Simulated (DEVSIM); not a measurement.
Device: In0.52Al0.48As/In0.53Ga0.47As p-n heterojunction, at 300 K.

```csv
layer (left to right),material,thickness (μm),Nd (cm⁻³),Na (cm⁻³),τn (s),τp (s)
1,In0.52Al0.48As,0.950,-,1.4e18,9.5e-10,9.5e-10
2,In0.53Ga0.47As,4.00,2e15,-,9.5e-10,9.5e-10
```

Left contact: ohmic. Right contact: ohmic. Voltage is applied to the left contact. Recombination: SRH at mid-gap, Auger. Mobility is constant in doping. Where it depends on doping, it is μmin + (μ − μmin)/(1 + (N/Nref)^α).

Constants are typed, rounded textbook-type inputs, not results; the design itself was drawn at random and stands for no fabricated device. Values at 300 K; Nc and Nv go as T^1.5, mobilities as T to minus their exponent, the gap by Varshni's rule with the affinity fixed. The table also holds parameters that only a changed run uses.

| parameter | In0.52Al0.48As | In0.53Ga0.47As |
|---|---|---|
| gap (eV) | 1.45 | 0.74 |
| affinity (eV) | 4 | 4.51 |
| permittivity | 12.5 | 13.9 |
| Nc (cm⁻³) | 5.1e17 | 2.1e17 |
| Nv (cm⁻³) | 1.1e19 | 7.7e18 |
| μn (cm²/Vs) | 4000 | 12000 |
| μp (cm²/Vs) | 75 | 300 |
| μn,min | 800 | 300 |
| μp,min | 10 | 10 |
| Nref,n | 3e16 | 1.3e17 |
| Nref,p | 1e17 | 4.9e17 |
| αn | 1.1 | 0.48 |
| αp | 0.6 | 0.4 |
| T exponent of μn | 1.5 | 1.6 |
| T exponent of μp | 1.5 | 1.6 |
| Cn (cm⁶/s) | 1e-30 | 5e-29 |
| Cp (cm⁶/s) | 1e-30 | 5e-29 |
| Varshni α (eV/K) | 0.00042 | 0.00035 |
| Varshni β (K) | 180 | 190 |

Simulated with DEVSIM: 1D drift-diffusion, Boltzmann statistics, complete ionisation; no tunnelling, impact ionisation, image-force lowering or self-heating. Band offsets follow the typed affinities; no thermionic-emission limit at abrupt steps, no polarisation charge.

Base results: potential step across the device at zero bias (V) 0.766; dark forward voltage at 100 A/cm² (V) 0.481; largest field in the device at zero bias (V/cm) 220000.

Question: What follows from this one change: minority lifetime in layer 2 9.5e-10 → 9.5e-09 s?

Answer: potential step across the device at zero bias little changed (0.766 V); dark forward voltage at 100 A/cm² 0.481 → 0.510 V; largest field in the device at zero bias little changed (220000 V/cm).

Question: What follows from this one change: thickness of layer 2 4 → 0.8 μm?

Answer: potential step across the device at zero bias little changed (0.766 V); dark forward voltage at 100 A/cm² 0.481 → 0.448 V; largest field in the device at zero bias little changed (220000 V/cm).

Question: What follows from this one change: temperature 300 → 450 K?

Answer: potential step across the device at zero bias 0.766 → 0.577 V; dark forward voltage at 100 A/cm² 0.481 → 0.270 V; largest field in the device at zero bias 220000 → 200000 V/cm.

Question: What follows from this one change: doping-dependent mobility in place of the constant one?

Answer: potential step across the device at zero bias little changed (0.766 V); dark forward voltage at 100 A/cm² 0.481 → 0.487 V; largest field in the device at zero bias little changed (220000 V/cm).
